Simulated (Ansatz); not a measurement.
La₂WN₄ (model structure, started from the La2NiO4 type, I4/mmm, No. 139, 7 atoms in the cell): properties by level of theory

```
level (code)     lattice parameter a (Å)  c axis length (Å)  bulk modulus B0 (GPa)
---------------  -----------------------  -----------------  ---------------------
LDA (Ansatz)                           …             12.539                      …
PBE (Ansatz)                       3.996             12.750                    191
PBEsol (Ansatz)                    3.960             12.617                    206
```

Task: Complete the blanks.

Result: 
- LDA (Ansatz, a program for electronic structure), lattice parameter a (Å): 3.936
- LDA (Ansatz), bulk modulus B0 (GPa): 217

Caveats: the bulk modulus is −V dP/dV from two relaxed cells at ±2 % in volume (LDA, PBE, PBEsol). Ansatz's density-functional and Hartree–Fock values are scalar-relativistic unless marked +SOC, with PAW data made under PBE.

A model structure was made by putting elements into a prototype or built by hand; it is no filed structure, need not be a known phase, and can be a saddle point held by its symmetry.
